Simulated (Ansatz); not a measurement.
C (model structure, P6₂22, No. 180, 3 atoms in the cell) was calculated with G0W0@PBEsol (plane waves, hard PAW, contour deformation, complete-basis limit; Ansatz, a first-principles code).

Numerical settings: largest k mesh 12×12×10 (not extrapolated in the mesh).

Cell (relaxed with PBEsol):

C is taken in the hexagonal space group P6₂22 (No. 180), Pearson symbol hP3. Lattice parameters: a = b = 2.593 Å, c = 2.783 Å, α = β = 90.00°, γ = 120.00°. C on 3c is surrounded by 4 C at 1.594 Å. (Neighbours: up to the widest gap in distance over summed covalent radii, below 1.35, at either atom.)

### Question
Estimate the band gap that the calculation returns.

### Answer

- band gap: 3.06 eV (indirect)

Note: the correction to the complete basis was taken at k points off the band edges; the relaxation could raise the start's symmetry but not lower it, so the cell can be a saddle point; the gap holds a correction of +0.35 eV to the complete basis, taken at k points off the band edges.

Computed values are for the static lattice.

It cost very roughly 50 core-minutes of CPU time.

A model structure was made by putting elements into a prototype or built by hand; it is no filed structure, need not be a known phase, and can be a saddle point held by its symmetry.
